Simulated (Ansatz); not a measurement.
Here is the system:

End structure of Sc on the 1x1 (110) surface of bcc Mo, one in a 2x2 cell, started at the site 'bridge Mo-Mo (span 3.2 Å)':

```yaml
crystal:
  lattice:
    - [5.47470, 0.00000, 0.00000]
    - [-1.82490, 5.16159, 0.00000]
    - [0.00000, 0.00000, 26.00000]
  atoms:
    - { symbol: Mo, position: [0.25000, 0.25000, 0.37429] }
    - { symbol: Mo, position: [0.25000, 0.75000, 0.37429] }
    - { symbol: Mo, position: [0.75000, 0.25000, 0.37429] }
    - { symbol: Mo, position: [0.75000, 0.75000, 0.37429] }
    - { symbol: Mo, position: [0.00000, 0.00000, 0.45665] }
    - { symbol: Mo, position: [0.00000, 0.50000, 0.45665] }
    - { symbol: Mo, position: [0.50000, 0.00000, 0.45665] }
    - { symbol: Mo, position: [0.50000, 0.50000, 0.45665] }
    - { symbol: Mo, position: [0.25000, 0.25000, 0.54264] }
    - { symbol: Mo, position: [0.25000, 0.75000, 0.54294] }
    - { symbol: Mo, position: [0.75000, 0.25000, 0.54294] }
    - { symbol: Mo, position: [0.75000, 0.75000, 0.54302] }
    - { symbol: Mo, position: [0.99652, 0.99652, 0.62595] }
    - { symbol: Mo, position: [0.00485, 0.49515, 0.62886] }
    - { symbol: Mo, position: [0.49515, 0.00485, 0.62886] }
    - { symbol: Mo, position: [0.50348, 0.50348, 0.62595] }
    - { symbol: Sc, position: [0.25000, 0.25000, 0.70907] }
```

Model: 17-atom slab, 6.5 Å thick at the start under the adsorbate (thin: gaps and levels are the slab's own), 6x6x1 mesh, Fermi-Dirac 0.1 eV, dipole correction, 8 atoms held, the rest relaxed; start symmetry kept, larger cells not searched; no spin, no spin-orbit, no U, no dispersion correction. At the end it is bonded to 4 Mo. In PBE it is, or lies within 0.03 eV of, the lowest of the starts that converged.

A negative adsorption energy means that the adsorbate is more stable on the surface than in its reference.

Predict the change of the work function from PBE (Ansatz, a quantum-chemistry and plane-wave program).

-2.13 eV

Estimate the work function of the top face that PBE returns for this input.

2.46 eV

Estimate the change of the step from the bottom to the top vacuum level, against the clean slab that PBE returns for this input.

-2.07 eV

What is the computed adsorption energy against an atom of hcp Sc (PBE)?

-0.35 eV
